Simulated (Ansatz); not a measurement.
Take Zr2BSe (space group P6_3/mmc, No. 194; a = 3.572 Å, c = 12.719 Å; a hypothetical phase, not in the database extracts checked) as the base. Axes: x lies along a and z along c of the hexagonal cell.

(Cell as relaxed with PBE.)

Levels (all Ansatz, an electronic-structure program, PAW): PBE (420 eV, no spin-orbit coupling); PBEsol (420 eV, no spin-orbit coupling).

Each level relaxes its own structure.

```csv
base,PBE,PBEsol
volume per atom,17.57 Å³,17.01 Å³
lattice parameter a,3.572 Å,3.534 Å
band gap,zero,zero
```

Now apply this change: compressive biaxial strain of 1.73 % in the plane normal to [001], as in epitaxy on a mismatched substrate; the out-of-plane cell vector and the atoms relax.

```
quantity                           PBE   PBEsol
-----------------------------  -------  -------
shortest interatomic distance  2.405 Å  2.385 Å
band gap                          zero     zero
```

PBE's shortest interatomic distance lies 0.020 Å above PBEsol's (0.8 %); the two agree on the band gap. Neither level is exact; PBEsol is the comparison here, not a measurement.

Without a gap, meshes like the base's 15×15×4 leave anisotropic stresses uncertain by several tenths of a GPa, and small strain energies with them. Stability against distortions was not tested. The final runs are not spin-polarised.
